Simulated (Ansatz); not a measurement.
Structures of equal composition on the (0001) surface of wurtzite GaN (Ga plane on top): 2x2 Ga adatom at H3; 2x2 Ga adatom at T1; 2x2 Ga adatom at T4. The slabs share one bottom face, and each structure is named by its start. These are constructed structures in small cells; real faces may alloy, dewet or reconstruct in larger ones, and not all known structures of the face are among them. Slabs of about 14 Å with all that they carry, Fermi-Dirac smearing of 0.025 eV. Bottom of the slabs: H caps. Relaxed from the named starts with such symmetry as they have, on meshes of like density; energies extrapolated to zero smearing; no spin-orbit coupling, no U. Spin-polarised runs, if any, are marked in brackets, and their order is one that fits the cell; the others ran without spin. Where a second, spin-polarised start was run, the lower counts.

Host crystal: wurtzite GaN, with a band gap (PBE, scalar-relativistic without spin-orbit coupling).

These are r2SCAN, at the PBE geometry (plane waves to 500 eV, PAW; Ansatz, a program for electronic structure) values and carry that method's errors.

Put the candidates in order of energy per 1x1 cell, lowest first, for r2SCAN, at the PBE geometry.

2x2 Ga adatom at T4 (0.000 eV, gap 0.59 eV on the mesh), 2x2 Ga adatom at H3 (0.065 eV, gap 0.55 eV on the mesh), 2x2 Ga adatom at T1 (0.463 eV, gap 0.31 eV on the mesh)
